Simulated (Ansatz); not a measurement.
Substrate model: Si(111) 1x1 surface, 6 top atoms, 3 bilayers, bottom bilayer H-capped and fixed, every top atom capped by H; cell 11.5 x 6.6 Å; two neighbouring H replaced by OH; about 7 Å thick over the host's atoms, 18 atoms held. All values below come from PBE-D3(BJ) (plane waves to 420 eV, PAW; Ansatz, a first-principles code). k mesh 1 x 2 x 1. Some slab states were started with spin and the others were run without it. No Hubbard U. Results hold for this slab, coverage and mesh. No zero-point or entropy terms are included. Each state was relaxed from one prepared geometry.

One SiH4 a cell is brought to the surface left by an earlier step (MoF6 exchanges a ligand with a surface O-H group and HF forms), after HF has left. Relaxed result near the molecule:

```csv
atom,x (Å),y (Å),z (Å)
H(14),11.512,0.021,11.032
H(29),3.856,0.023,11.027
H(44),7.613,0.019,11.017
H(45),9.559,3.383,11.028
O(46),5.822,3.373,11.075
O(48),1.750,3.455,11.212
H(49),2.531,3.399,11.803
Mo(a0),5.811,3.180,12.909
F(a1),6.045,5.004,13.165
F(a2),5.534,1.346,12.714
F(a4),5.718,2.940,14.750
F(a5),3.924,3.440,12.915
F(a6),7.652,2.917,12.967
Si(b0),9.352,-0.379,13.947
H(b1),9.441,-0.471,12.457
H(b2),8.132,0.387,14.318
H(b3),9.290,-1.758,14.509
H(b4),10.570,0.321,14.450
```

Task: What is the adsorption energy against the free SiH4 and the slab before, and how much of it is dispersion?

Result: -0.23 eV (negative: bound); the D3 term gives -0.23 eV of it. Its closest contacts to the rest of the cell: H(b1)...H(44) 2.38 Å, H(b1)...H(14) 2.56 Å, H(b2)...F(a6) 2.91 Å.
